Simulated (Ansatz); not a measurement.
We consider BSiCN (model structure, started from the AlSiCN type, R3m, No. 160, 4 atoms in the cell), described by LDA (plane waves, PAW; Ansatz, an electronic-structure program).

Numerical settings: plane-wave cutoff 520 eV, 22×22×22 k mesh, Fermi–Dirac smearing 0.05 eV, scalar-relativistic PAW data made under PBE.

Computed at the level's own relaxed cell.

```xyz
4
Lattice="1.4063 0.8119 4.6027 -1.4063 0.8119 4.6027 0.0000 -1.6238 4.6027" Properties=species:S:1:pos:R:3 pbc="T T T"
B      0.0000     0.0000    -0.0725
N      0.0000     0.0000     1.6370
Si     0.0000     0.0000     6.9600
C      0.0000     0.0000     8.7362
```

Task: List the 10 lowest band energies at Γ above −25 eV (eV, relative to the valence band maximum), grouping those that round alike.

Result: At Γ: -20.54, -13.82, -11.14, -4.75 (×2), -1.14, 0.00 (×2), 3.31, 5.92.

Note: the relaxation could raise the start's symmetry but not lower it, so the cell can be a saddle point.

A model structure was made by putting elements into a prototype or built by hand; it is no filed structure, need not be a known phase, and can be a saddle point held by its symmetry.
